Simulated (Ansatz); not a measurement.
The parent structure is TiO$_{2}$ in the anatase structure (space group I4_1/amd, No. 141; a = 3.799 Å, c = 9.701 Å).

Now apply this change: the cell is scaled by 0.9700 in all directions; the atoms relax in the strained cell.

All numbers come from PBE, PAW, 420 eV (Ansatz, a first-principles code; no SOC).

Base, band edges from the VBM (valence, conduction): M -0.10, 2.45; G -0.09, 3.21; R -0.09, 3.21; X -0.05, 3.23; Γ -0.42, 2.13; S₀ -0.82, 3.20; S -0.82, 3.20; N -0.64, 3.20; P -0.25, 3.46 eV.

Task: Give the band edges at the high-symmetry points of the new zone, measured from its valence-band maximum.

Result: 
```tsv
point	valence edge (eV)	conduction edge (eV)
Γ	-0.59	2.22
X	-0.04	3.61
P	-0.24	3.85
N	-0.73	3.51
M	-0.16	2.60
S	-0.84	3.46
S₀	-0.84	3.46
R	-0.09	3.58
G	-0.09	3.58
```

The gap is 2.22 eV, indirect, Γ–X (87 % along) → Γ.

Whether these cells are dynamically stable was not tested. All final runs are without spin polarisation.
